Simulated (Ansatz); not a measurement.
A self-consistent single point of Al3Ni2 (P3m1, 5 atoms in the cell) with Ansatz (a first-principles code).

Computed with LDA (PW92), default PAW files made with PBE (plane waves; Ansatz).

The change in words: lattice scaled by 0.98; basis.ecutwfc: 30.9 Ry → 16.9 Ry. Reference geometry:
```
CELL_PARAMETERS angstrom
      4.00618     0.00000     0.00000
     -2.00309     3.46946     0.00000
      0.00000     0.00000     4.89550
ATOMIC_POSITIONS crystal
  Al 0.00000 0.00000 0.01021
  Al 0.33333 0.66667 0.64808
  Al 0.66667 0.33333 0.35192
  Ni 0.33333 0.66667 0.14657
  Ni 0.66667 0.33333 0.85343
```

Reference input (self-consistent single point, DFT, LDA (PW92), plane waves, default PAW files made with PBE): basis.ecutwfc = 30.9 Ry; kpoints.mp_grid.grid = 10 10 7; hamiltonian.xc = lda; hamiltonian.pseudopotentials = {kind: paw} (the program's default PAW files); scf.occupations.method = fermi_dirac; scf.occupations.width = 0.0073 Ry. This run's input differs from it in these lines:

Ansatz 0.2 input:
```diff
@@ -2,13 +2,13 @@
   lattice:
-    - [4.006183, 0.000000, 0.000000]
-    - [-2.003091, 3.469456, 0.000000]
-    - [0.000000, 0.000000, 4.895503]
+    - [3.926059, 0.000000, 0.000000]
+    - [-1.963029, 3.400067, 0.000000]
+    - [0.000000, 0.000000, 4.797593]
   atoms:
-    - { symbol: Al, position_ang: [0.000000, 0.000000, 0.049998] }
-    - { symbol: Al, position_ang: [-0.000002, 2.312972, 3.172678] }
-    - { symbol: Al, position_ang: [2.003094, 1.156484, 1.722825] }
-    - { symbol: Ni, position_ang: [-0.000002, 2.312972, 0.717534] }
-    - { symbol: Ni, position_ang: [2.003094, 1.156484, 4.177969] }
+    - { symbol: Al, position_ang: [0.000000, 0.000000, 0.048998] }
+    - { symbol: Al, position_ang: [-0.000002, 2.266712, 3.109224] }
+    - { symbol: Al, position_ang: [1.963032, 1.133355, 1.688369] }
+    - { symbol: Ni, position_ang: [-0.000002, 2.266712, 0.703183] }
+    - { symbol: Ni, position_ang: [1.963032, 1.133355, 4.094410] }
 basis:
-  ecutwfc: 30.9 Ry
+  ecutwfc: 16.9 Ry
 kpoints:
```

Output, abridged:

```
SCF iter   1: F=—  HF=-13078.909806 eV  |F-HF|=—  |Δ(HF+E_count)|=         —  Δρ=7.63e-2  dr2=1.38e0  ethr=1.77e-3  ⟨swp⟩=6.0  Hψ=9881  notcnv=0
all-band conjugate gradients solve this SCF's bands
preconditioner: auto → Kerker (q_TF=auto, 2.572 Å⁻¹)
SCF iter   2: F=—  HF=-13077.895733 eV  |F-HF|=—  |Δ(HF+E_count)|=    1.01e0  Δρ=1.93e-2  dr2=2.37e-1  ethr=1.77e-3  ⟨swp⟩=2.0  Hψ=5106  notcnv=0  defer=14
   [... lines left out ...]
SCF iter   5: F=—  HF=-13077.694835 eV  |F-HF|=—  |Δ(HF+E_count)|=   3.70e-4  Δρ=2.17e-4  dr2=6.02e-5  ethr=1.30e-6  ⟨swp⟩=2.1  Hψ=3911  notcnv=0  defer=14
SCF iter   6: F=—  HF=-13077.694825 eV  |F-HF|=—  |Δ(HF+E_count)|=   1.03e-5  Δρ=7.73e-5  dr2=7.38e-6  ethr=1.34e-7  ⟨swp⟩=1.5  Hψ=2308  notcnv=0  defer=14
SCF iter   7: F=—  HF=-13077.694824 eV  |F-HF|=—  |Δ(HF+E_count)|=   1.53e-6  Δρ=3.84e-5  dr2=8.42e-7  ethr=1.64e-8  ⟨swp⟩=2.3  Hψ=3269  notcnv=0  defer=14
SCF iter   8: F=-13077.694823 eV  HF=-13077.694823 eV  |F-HF|=5.93e-8  |Δ(HF+E_count)|=   1.25e-7  Δρ=1.29e-5  dr2=8.52e-8  ethr=2.22e-10  ⟨swp⟩=5.3  Hψ=8381  notcnv=0
SCF 1 converged in 8 iterations: F = -13077.694823 eV  dr2 = 8.52e-8
Free energy (F): -13077.694823 eV
Internal energy: -13077.651374 eV  (E = F + TS)
E sigma→0 (E₀):  -13077.673099 eV
Entropy (-TS):   -0.043449 eV (-8.690 meV/atom)
Fermi energy:    11.770255 eV
--- Forces (eV/Å), atoms counted from 1 ---
  atom   1  Al     0.00000000     0.00000000    -0.20994470
  atom   2  Al     0.00000000     0.00000000     0.09555688
  atom   3  Al     0.00000000    -0.00000000     0.03199075
  atom   4  Ni     0.00000000    -0.00000000     0.22870282
  atom   5  Ni    -0.00000000     0.00000000    -0.14679232
--- Stress (GPa, compression-positive) ---
        2.905670      -0.000000       0.000000
       -0.000000       2.905670      -0.000000
       -0.000000       0.000000       1.202188
  P = ⅓ Tr σ = 2.3378 GPa (23.378 kbar)
  The stress holds the Pulay correction. Without it, at fixed plane waves, as pw.x and ABINIT print it: P = -142.5570 GPa
```

The run converged in 8 iterations. Against the reference run the free energy rises by 2.19 eV/atom, the pressure goes from -5.45 to 2.34 GPa and the largest force goes from 0.204 to 0.229 eV/Å.

The starting cell comes from a database of computed structures (which also holds hypothetical and non-ambient phases and stackings), without a prior relaxation at this level. Its lattice was rescaled by up to half a per cent. One atom was moved a little off its site on purpose. For this run, on top of that: lattice scaled by 0.98. Spin polarisation is off. Ansatz's pressure includes its estimate of the finite-basis (Pulay) stress. Without the estimate this run gives -142.56 GPa. The cutoff lies below the one recommended for these files.
